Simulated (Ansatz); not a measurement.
Start from SiC in the wurtzite structure (space group P6_3mc, No. 186; a = 3.0760 Å, c = 5.0478 Å).

All numbers come from Kohn–Sham DFT with the PBEsol functional, run in Ansatz (a first-principles code) with PAW and 420 eV plane waves, no spin-orbit coupling.

Before the change:

The width of the top valence band comes out as 3.93 eV and the band gap is 2.12 eV. The electron mass comes out as 0.26 mₑ along c, 0.43 mₑ across (at K).

Modification: the cell is scaled by 0.9820 in all directions; the atoms relax in the strained cell.

Question: What does the calculation give for the width of the top valence band, band gap, electron mass and energy relative to the base after the change?

Answer: The width of the top valence band increases by 0.11 eV, from 3.93 eV to 4.04 eV; the band gap decreases by 0.10 eV to 2.02 eV; the electron mass changes from 0.26 mₑ along c, 0.43 mₑ across (at K) to 0.25 mₑ along c, 0.42 mₑ across (at K); the energy increases by 22 meV/atom.

Masses are band curvatures over ±0.01 Å⁻¹ around the edge. No phonon test of stability was made.
